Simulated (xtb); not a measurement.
xtb 6.7.1, GFN2-xTB: Al(Me)2(OiPr) triplet (CC(C)[O][Al]([CH3])[CH3]), charge 0, multiplicity 3, 20 atoms. The geometry is a generated start, not checked to be a minimum at this level.

```json
{
  "run_flags": "--grad",
  "method": "GFN2-xTB",
  "--acc": "1 (default)",
  "--etemp (K)": "300 (default)",
  "basis_functions": "47",
  "valence_electrons": "42"
}
```

```xyz
20

Al    -0.0351     0.5014     1.3545
C     -0.8304    -0.6197     2.8072
H     -1.1308    -1.6104     2.4555
H     -1.7155    -0.1431     3.2361
H     -0.1397    -0.7714     3.6406
C      0.3328     2.4551     1.5694
H      1.2236     2.7675     1.0179
H      0.4754     2.7354     2.6147
H     -0.4927     3.0682     1.1956
O      0.3540    -0.2029    -0.0872
C      0.6017    -0.7626    -1.3406
C      0.5402     0.3201    -2.4171
C     -0.4060    -1.8746    -1.6270
H      1.6150    -1.1937    -1.3244
H     -0.4529     0.7637    -2.4299
H      0.7569    -0.1042    -3.3943
H      1.2645     1.1006    -2.1973
H     -0.3700    -2.6176    -0.8333
H     -1.4100    -1.4567    -1.6644
H     -0.1811    -2.3551    -2.5760
```

Charge 0 and multiplicity 3 are set for this test and not shown to be the ground state. GFN-xTB has no spin term: --uhf 2 sets the occupations alone.

One run each on 1 thread. Values of broydamp tried: 0.02, 0.05, 0.1, 0.2, 0.4 (default), 0.6, 0.8, 1.

How does the count of SCC iterations change with broydamp, and where is it least?

Fewest SCC iterations: 0.4 (default) with 13. The count rises to 25 at 0.02. All converge to one solution.

```tsv
broydamp	SCC iterations	end
0.02	25	same solution
0.05	22	same solution
0.1	19	same solution
0.2	16	same solution
0.4 (default)	13	same solution
0.6	19	same solution
0.8	19	same solution
1	21	same solution
```
